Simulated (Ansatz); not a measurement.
The starting structures come from a database of crystals and need not be the phases stable at ambient conditions.

The decay constant κ of evanescent states in the gap governs leakage through a thin film.

Here is the system:

```
InLiO6Si2
1.0
    6.78874     0.00000     0.00000
    0.52887     6.76810     0.00000
    1.42530     1.31827     5.09446
Li In Si O
2 2 4 12
Direct
  0.75741   0.24259   0.75000
  0.24259   0.75741   0.25000
  0.10980   0.89020   0.75000
  0.89020   0.10980   0.25000
  0.61445   0.78349   0.78074
  0.38555   0.21651   0.21926
  0.21651   0.38555   0.71926
  0.78349   0.61445   0.28074
  0.33445   0.36887   0.95299
  0.66555   0.63113   0.04701
  0.63113   0.66555   0.54701
  0.36887   0.33445   0.45299
  0.96111   0.79435   0.16399
  0.03889   0.20565   0.83601
  0.20565   0.03889   0.33601
  0.79435   0.96111   0.66399
  0.61526   0.13200   0.13121
  0.38474   0.86800   0.86879
  0.86800   0.38474   0.36879
  0.13200   0.61526   0.63121
```

Space group of this cell: C2/c. The cell is taken as given; by PBEsol its mean pressure is -3.9 GPa.

Transport runs along the normal of the first two printed cell vectors.

The gap is the functional's own. No spin-orbit coupling. Mid-gap values are interpolated on the energy grid.

Task: State the band gap and the smallest decay constant κ at mid-gap according to PBEsol in Ansatz (an electronic-structure program).

Result: Gap 3.54 eV on a 6×6×6 mesh; κ = 0.379 1/Å, at the zone centre.
